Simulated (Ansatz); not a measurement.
The parent structure is CdS in the zinc blende structure (space group F-43m, No. 216; a = 5.927 Å).

All numbers come from PBE (Ansatz, a quantum-chemistry and plane-wave program, PAW, no spin-orbit coupling), earlier PAW set.

Before the change:

The gap character comes out as direct at Γ and the gap between the host's bands is 1.04 eV.

It is then changed as follows: electron doping at 1.0×10^22 cm⁻³ (0.521 per cell), with a uniform compensating background at fixed cell and a 300 K Fermi–Dirac width.

Task: What does the calculation give for the gap character, gap between the host's bands and Fermi level from band edge after the change?

Result: The gap character is still direct at Γ; the gap between the host's bands shrinks by 0.26 eV, from 1.04 eV to 0.78 eV; the Fermi level relative to the doped band's edge (positive inside the band; to 0.05 eV) comes out as +2.50 eV.

Charged cell with a jellium background: band edges are those of the host's band count, energies are not comparable with the neutral cell, and many-body gap narrowing is missing. Stability against distortions was not tested.
